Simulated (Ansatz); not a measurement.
The starting structures come from a database of crystals and need not be the phases stable at ambient conditions.

Tunnelling through a barrier is set by its complex band structure: the current falls as exp(−2κd) with the smallest κ.

Consider the following.

```
CELL_PARAMETERS angstrom
      7.01088     0.00000     0.00000
      0.00000     7.65161     0.00000
      0.00000     3.82580     7.51480
ATOMIC_POSITIONS crystal
  Cs 0.25000 0.60307 0.79386
  Cs 0.75000 0.39693 0.20614
  Cs 0.25000 0.19762 0.60476
  Cs 0.75000 0.80238 0.39524
  Sb 0.25000 0.08763 0.19206
  Sb 0.75000 0.91237 0.80794
  Sb 0.75000 0.27969 0.80794
  Sb 0.25000 0.72031 0.19206
  Pt 0.00000 0.00000 0.00000
  Pt 0.50000 0.00000 0.00000
```

Space group of this cell: Cmcm. The cell is taken as given.

Transport runs along the normal of the first two printed cell vectors.

No gap correction and no spin-orbit coupling; mid-gap values are interpolated between computed energies.

Problem. Give the band gap and the smallest decay constant κ at mid-gap that Ansatz (a program for electronic structure) with r2SCAN yields.

Solution. Gap 1.05 eV on a 4×6×6 mesh; κ = 0.236 1/Å, at (0.250, 0.500) of the in-plane reciprocal vectors. At the zone centre, at the nearest computed energy, the slowest state has κ = 0.25 1/Å.
